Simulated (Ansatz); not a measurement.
Quick settings and what they miss: HfSnIr (P-62m, 9 atoms in the cell)

Self-consistent single point.

```
HfSnIr
1.0
    7.39118     0.00000     0.00000
   -3.69559     6.40095     0.00000
    0.00000     0.00000     3.74450
Hf Sn Ir
3 3 3
Direct
  0.39438   0.39438   0.50000
  0.00000   0.60562   0.50000
  0.60562   0.00000   0.50000
  0.73241   0.73241   0.00000
  0.00000   0.26759   0.00000
  0.26759   0.00000   0.00000
  0.66667   0.33333   0.00000
  0.33333   0.66667   0.00000
  0.00000   0.00000   0.50000
```

Level of theory: PBEsol, default PAW files made with PBE (plane waves; Ansatz, an electronic-structure program).

Base settings: basis.ecutwfc = 420 eV; kpoints.mp_grid.grid = 6 6 9; hamiltonian.xc = pbesol; hamiltonian.pseudopotentials = {kind: paw} (the program's default PAW files); scf.occupations.method = cold; scf.occupations.width = 0.1 eV.

Tight run (finer mesh or higher cutoff; not a proven limit): basis.ecutwfc: 420 eV → 590 eV; kpoints.mp_grid.grid: 6 6 9 → 9 9 13; scf.convergence.dr2_threshold: default (1e-07 eV) → 1e-09 eV. It gave Fermi level (on the code's own zero) 18.75 eV; pressure -8.72 GPa; largest force (vector length) 0.053 eV/Å.

Quick runs, as changes from the base:
- A: the base itself
- B: kpoints.mp_grid.grid: 6 6 9 → 4 4 4; hamiltonian.xc: pbesol → lda [LDA (PW92)]
- C: basis.ecutwfc: 420 eV → 210 eV; kpoints.mp_grid.grid: 6 6 9 → 2 2 2; scf.occupations.width: 0.1 eV → 0.136 eV
- D: basis.ecutwfc: 420 eV → 210 eV; kpoints.mp_grid.grid: 6 6 9 → 8 8 8; scf.occupations.method: cold → methfessel_paxton; scf.occupations.width: 0.1 eV → 0.136 eV

Energies are extrapolated to zero smearing width, which holds to low order in the width alone.

Dashes: energy of B, another energy zero; time of B, C, under 30 s.

† marks runs with another functional, U, potentials or spin treatment: their distance from the tight run is not a convergence error alone.

The count of work is k-points × plane waves × bands × iterations; it is no time. Core times come from one kind of shared machine and are given to one figure; runs under 30 s give none.

Pressures in the table are Ansatz's without its Pulay estimate, at a fixed set of plane waves; the tight run's value above holds the estimate.

The starting cell comes from a database of computed structures (which also holds hypothetical and non-ambient phases and stackings), without a prior relaxation at this level. Its lattice was rescaled by a random factor within 2.5 % of one. Spin polarisation is off. In the base run, with a pressure of about -9 GPa the cell is away from its equilibrium volume at this level.

```
run  energy less tight (meV/atom)  pressure less tight (GPa)  largest miss in a force vector (eV/Å)  count of work / tight  core time / tight (rough)
---  ----------------------------  -------------------------  -------------------------------------  ---------------------  -------------------------
A                             0.2                      -0.09                                  0.022                   0.22                        0.2
B†                              –                      -3.92                                  0.022                  0.060                          –
C                          4879.4                    -198.07                                  0.558                 0.0090                          –
D                          4854.5                    -200.02                                  0.088                   0.11                        0.1
```

Among the runs at the tight run's level, the energy misses run from 0.2 to 4879.4 meV/atom.

Left out of this page: 1 run of the series with a known weakness of the program; 1 run of the series unsound by tests on forces, stress, charge or solver warnings.

Keys are those of Ansatz 0.2.
